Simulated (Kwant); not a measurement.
**GaAs/Al0.3Ga0.7As stack with 1 barrier**

Device: GaAs/Al0.3Ga0.7As stack with 1 barrier. One parabolic valley. Leads of mass 0.067 mₑ with the band edge at 0; grid 0.1 nm; bias swept from 0.0096 to 0.44756 V, dropping linearly over the stack. Emitter Fermi level 0.039 eV, 300 K, equal in the collector.

```csv
layer,thickness (nm),band offset (eV),mass (mₑ)
1,2.3,0.24,0.092
```

The device is made up for the run: typed textbook-type constants, with dimensions and the other settings drawn at random.

Model: one-band effective-mass tight-binding model in one dimension, coherent, no space charge, current by the Tsu-Esaki formula (Kwant).

| bias (V) | J (A/cm²) |
|---|---|
| 0.009600 | 45300 |
| 0.02582 | 114000 |
| 0.04204 | 169000 |
| 0.05826 | 211000 |
| 0.07448 | 244000 |
| 0.09070 | 270000 |
| 0.1069 | 291000 |
| 0.1231 | 310000 |
| 0.1394 | 326000 |
| 0.1556 | 342000 |
| 0.1718 | 356000 |
| 0.1880 | 371000 |
| 0.2042 | 385000 |
| 0.2205 | 399000 |
| 0.2367 | 412000 |
| 0.2529 | 426000 |
| 0.2691 | 440000 |
| 0.2853 | 454000 |
| 0.3016 | 468000 |
| 0.3178 | 482000 |
| 0.3340 | 497000 |
| 0.3502 | 511000 |
| 0.3665 | 526000 |
| 0.3827 | 541000 |
| 0.3989 | 555000 |
| 0.4151 | 571000 |
| 0.4313 | 586000 |
| 0.4476 | 601000 |
